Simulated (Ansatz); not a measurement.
IrO2 in the rutile structure (space group P4_2/mnm, No. 136)

```yaml
crystal:
  lattice:
    - [4.52926, 0.00000, 0.00000]
    - [0.00000, 4.52926, 0.00000]
    - [0.00000, 0.00000, 3.17980]
  atoms:
    - { symbol: Ir, position: [0.00000, 0.00000, 0.00000] }
    - { symbol: Ir, position: [0.50000, 0.50000, 0.50000] }
    - { symbol: O, position: [0.30843, 0.30843, 0.00000] }
    - { symbol: O, position: [0.80843, 0.19157, 0.50000] }
    - { symbol: O, position: [0.19157, 0.80843, 0.50000] }
    - { symbol: O, position: [0.69157, 0.69157, 0.00000] }
```

All numbers come from PBE (Ansatz, a first-principles code), scalar-relativistic without spin-orbit coupling. Settings: 10×10×15 k-points, 0.05 eV Fermi–Dirac smearing.

The volume per atom comes out as 10.87 Å³. The density is 11.42 g/cm³, the band gap is zero and the total energy is -4355.875 eV/atom (σ→0; compares only within this code and set-up).

Whether these cells are dynamically stable was not tested. No Hubbard U is applied, and correlation can decide whether such a compound is a metal. The final runs are not spin-polarised.
